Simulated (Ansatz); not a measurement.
**Ba in the bcc (W type) structure (space group Im-3m, No. 229)**

```cif
data_Ba2
_chemical_formula_sum 'Ba2'
_space_group_name_H-M_alt 'Im-3m'
_space_group_IT_number 229
_space_group_name_Hall '-I 4 2 3'
_cell_length_a 5.02120
_cell_length_b 5.02120
_cell_length_c 5.02120
_cell_angle_alpha 90.000
_cell_angle_beta 90.000
_cell_angle_gamma 90.000
loop_
_atom_site_label
_atom_site_type_symbol
_atom_site_symmetry_multiplicity
_atom_site_Wyckoff_symbol
_atom_site_fract_x
_atom_site_fract_y
_atom_site_fract_z
_atom_site_occupancy
Ba1 Ba 2 a 0.00000 0.00000 0.00000 1
```
(The calculation used a cell of 1 atom; values per cell refer to that cell.)

The values are results of PBE/PAW in Ansatz (a quantum-chemistry and plane-wave program), scalar-relativistic without spin-orbit coupling, not measurements. k-mesh 13×13×13 (Γ-centred); smearing 0.05 eV (Fermi–Dirac).

| Item | Value |
|---|---|
| Volume per atom | 63.30 Å³ |
| Density | 3.60 g/cm³ |
| Band gap | zero |
| Total energy | -5949.540 eV/atom (σ→0; compares only within this code and set-up) |

Stability against distortions was not tested. The base started in Cmcm and relaxed to Im-3m at this level.
